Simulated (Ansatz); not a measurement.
Worked example: self-consistent single point of NaSn₄P₃O₁₂ (R3c, 40 atoms in the cell) in Ansatz (a program for electronic structure).

Method of the run: PBEsol, default PAW files made with PBE (plane waves; Ansatz).

```yaml
crystal:
  lattice:
    - [4.92920, 2.84587, 8.29595]
    - [-4.92920, 2.84587, 8.29595]
    - [0.00000, -5.69175, 8.29595]
  atoms:
    - { symbol: Na, position: [0.66130, 0.66130, 0.66130] }
    - { symbol: Na, position: [0.16130, 0.16130, 0.16130] }
    - { symbol: Sn, position: [0.74343, 0.20886, 0.87528] }
    - { symbol: Sn, position: [0.87528, 0.74343, 0.20886] }
    - { symbol: Sn, position: [0.20886, 0.87528, 0.74343] }
    - { symbol: Sn, position: [0.37528, 0.70886, 0.24343] }
    - { symbol: Sn, position: [0.70886, 0.24343, 0.37528] }
    - { symbol: Sn, position: [0.24343, 0.37528, 0.70886] }
    - { symbol: Sn, position: [0.31043, 0.31043, 0.31043] }
    - { symbol: Sn, position: [0.81043, 0.81043, 0.81043] }
    - { symbol: P, position: [0.90976, 0.34929, 0.44960] }
    - { symbol: P, position: [0.44960, 0.90976, 0.34929] }
    - { symbol: P, position: [0.34929, 0.44960, 0.90976] }
    - { symbol: P, position: [0.94960, 0.84929, 0.40976] }
    - { symbol: P, position: [0.84929, 0.40976, 0.94960] }
    - { symbol: P, position: [0.40976, 0.94960, 0.84929] }
    - { symbol: O, position: [0.76587, 0.29562, 0.11871] }
    - { symbol: O, position: [0.11871, 0.76587, 0.29562] }
    - { symbol: O, position: [0.29562, 0.11871, 0.76587] }
    - { symbol: O, position: [0.61871, 0.79562, 0.26587] }
    - { symbol: O, position: [0.79562, 0.26587, 0.61871] }
    - { symbol: O, position: [0.26587, 0.61871, 0.79562] }
    - { symbol: O, position: [0.37900, 0.80955, 0.85464] }
    - { symbol: O, position: [0.85464, 0.37900, 0.80955] }
    - { symbol: O, position: [0.80955, 0.85464, 0.37900] }
    - { symbol: O, position: [0.35464, 0.30955, 0.87900] }
    - { symbol: O, position: [0.30955, 0.87900, 0.35464] }
    - { symbol: O, position: [0.87900, 0.35464, 0.30955] }
    - { symbol: O, position: [0.24414, 0.43602, 0.09404] }
    - { symbol: O, position: [0.09404, 0.24414, 0.43602] }
    - { symbol: O, position: [0.43602, 0.09404, 0.24414] }
    - { symbol: O, position: [0.59404, 0.93602, 0.74414] }
    - { symbol: O, position: [0.93602, 0.74414, 0.59404] }
    - { symbol: O, position: [0.74414, 0.59404, 0.93602] }
    - { symbol: O, position: [0.93130, 0.02851, 0.36940] }
    - { symbol: O, position: [0.36940, 0.93130, 0.02851] }
    - { symbol: O, position: [0.02851, 0.36940, 0.93130] }
    - { symbol: O, position: [0.86940, 0.52851, 0.43130] }
    - { symbol: O, position: [0.52851, 0.43130, 0.86940] }
    - { symbol: O, position: [0.43130, 0.86940, 0.52851] }
```

Reference input (self-consistent single point, DFT, PBEsol, plane waves, default PAW files made with PBE): basis.ecutwfc = 420 eV; kpoints.mp_grid.grid = 3 3 3; hamiltonian.xc = pbesol; hamiltonian.pseudopotentials = {kind: paw} (the program's default PAW files); scf.occupations.method = gaussian; scf.occupations.width = 0.05 eV. This run's input differs from it in these lines:

Ansatz 0.2 input:
```diff
@@ -48,3 +48,3 @@
 basis:
-  ecutwfc: 420.0
+  ecutwfc: 210.0
 kpoints:
```

The program printed (abridged):

```
SCF iter   1: F=—  HF=-68321.292404 eV  |F-HF|=—  |Δ(HF+E_count)|=         —  Δρ=1.07e-1  dr2=3.52e1  ethr=1.77e-3  ⟨swp⟩=7.2  Hψ=5216  notcnv=0  defer=87
all-band conjugate gradients solve this SCF's bands
preconditioner: auto → Resta (q_TF=auto, 2.375 Å⁻¹)
SCF iter   2: F=—  HF=-68309.076301 eV  |F-HF|=—  |Δ(HF+E_count)|=    1.22e1  Δρ=3.08e-2  dr2=2.39e0  ethr=1.77e-3  ⟨swp⟩=3.0  Hψ=2299  notcnv=0  defer=208
   [... lines left out ...]
SCF iter   7: F=—  HF=-68308.696506 eV  |F-HF|=—  |Δ(HF+E_count)|=   1.22e-3  Δρ=3.26e-5  dr2=7.40e-6  ethr=2.72e-8  ⟨swp⟩=2.5  Hψ=1873  notcnv=0  defer=208
SCF iter   8: F=—  HF=-68308.696511 eV  |F-HF|=—  |Δ(HF+E_count)|=   4.88e-6  Δρ=9.17e-6  dr2=6.50e-7  ethr=2.43e-9  ⟨swp⟩=2.0  Hψ=1865  notcnv=0  defer=208
SCF iter   9: F=—  HF=-68308.696511 eV  |F-HF|=—  |Δ(HF+E_count)|=   3.61e-7  Δρ=4.12e-6  dr2=1.25e-7  ethr=3.29e-11  ⟨swp⟩=18.3  Hψ=7166  notcnv=0
SCF iter  10: F=-68308.696511 eV  HF=-68308.696511 eV  |F-HF|=8.02e-9  |Δ(HF+E_count)|=   2.28e-8  Δρ=1.55e-6  dr2=1.80e-8  ethr=3.29e-11  ⟨swp⟩=4.0  Hψ=3394  notcnv=0
SCF 1 converged in 10 iterations: F = -68308.696511 eV  dr2 = 1.80e-8
Free energy (F): -68308.696511 eV
Internal energy: -68308.696511 eV  (E = F + TS)
E sigma→0 (E₀):  -68308.696511 eV
Fermi energy:    5.563986 eV
--- Forces (eV/Å), atoms counted from 1 ---
  atom   1  Na    -0.00000000    -0.00000000     0.09780965
  atom   2  Na     0.00000000    -0.00000000     0.09780965
  atom   3  Sn     0.06884908    -0.24777203     0.04622681
  atom   4  Sn     0.18015233     0.18351107     0.04622681
  atom   5  Sn    -0.24900141     0.06426096     0.04622681
   [... 31 lines left out ...]
  atom  37  O      0.44403269    -0.02067175     0.36147271
  atom  38  O     -0.44403269    -0.02067175     0.36147271
  atom  39  O      0.20411409     0.39487946     0.36147271
  atom  40  O      0.23991860    -0.37420771     0.36147271
--- Stress (GPa, compression-positive) ---
        1.480465       0.000000       0.000000
        0.000000       1.480465      -0.000000
        0.000000      -0.000000       0.990172
  P = ⅓ Tr σ = 1.3170 GPa (13.170 kbar)
  The stress holds the Pulay correction. Without it, at fixed plane waves, as pw.x and ABINIT print it: P = -140.9385 GPa
```

The run converged in 10 iterations. Against the reference run the free energy goes up by 3.97 eV/atom, the pressure goes from -2.50 to 1.32 GPa, the largest force goes from 0.457 to 0.736 eV/Å and the gap on the mesh goes from 3.692 to 3.623 eV.

The starting cell comes from a database of computed structures (which also holds hypothetical and non-ambient phases and stackings), without a prior relaxation at this level. Ansatz's pressure includes its estimate of the finite-basis (Pulay) stress. Without the estimate this run gives -140.94 GPa. The cutoff lies below the one recommended for these files.

Cost on one core of a shared machine: roughly 50 s.
